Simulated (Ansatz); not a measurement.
## CdS: band gap against strain

CdS (zinc blende, F-43m, 24.696 Å³/atom at rest) under an equal strain ε in the (001) plane with the normal axis free, as in a coherent film. PBEsol in Ansatz, a plane-wave DFT program (PAW, default set), 420 eV, 10×10×10 Γ-centred mesh, Fermi-Dirac smearing 0.05 eV; ions are relaxed within the symmetry of each cell. Gaps are the smallest over the k-mesh and a band path, without spin-orbit coupling; in all rows the valence edge lies at Γ and the conduction edge at Γ.

Here s stands for strain and Eg for gap.

```csv
strain (%),gap (eV)
0.00,1.012
0.50,0.982
1.00,0.953
1.50,0.925
3.00,?
```

Taking a straight line for Eg over the 4 complete rows: Means: s 0.75000, Eg 0.9680. About the means, the sum of products is -0.072500 and the sum of squares of s is 1.2500; the slope is their ratio. Least squares gives Eg = 1.0115 - 0.05800·s. Residuals (row less fit): 0.0005, -0.0005, -0.0005, 0.0005; standard error 0.0007 (degrees of freedom: 2). Over these rows the gap moves by -5.8 ± 0.06 eV per unit strain.

**Question.** Estimate the missing Eg (s = 3.00); what did the run itself give?

**Answer.** Eg = 1.0115 - 0.05800 × 3.0 = 0.8375 eV. The calculation gives 0.848 eV, 0.0105 eV above the prediction (6.4 % of the range of Eg in the table). The row lies outside the fitted rows, so this is an extrapolation. From the scatter of the fitted rows alone, a prediction at this place has a standard error of 0.0016 eV, so the miss is 6.6 times that.

One order more, fitted to all 7 runs of the series, follows each within 0.001, so the miss is the next term of a smooth law. CdS is here a metastable form; wurtzite is the usual one. Rows are the converged runs of the series near zero and its far end; series whose fitted rows scatter by over a few per cent of the range, as at a crossing or softening among them, aren't shown in this form. Most that stay on the fit to the last digits aren't either.
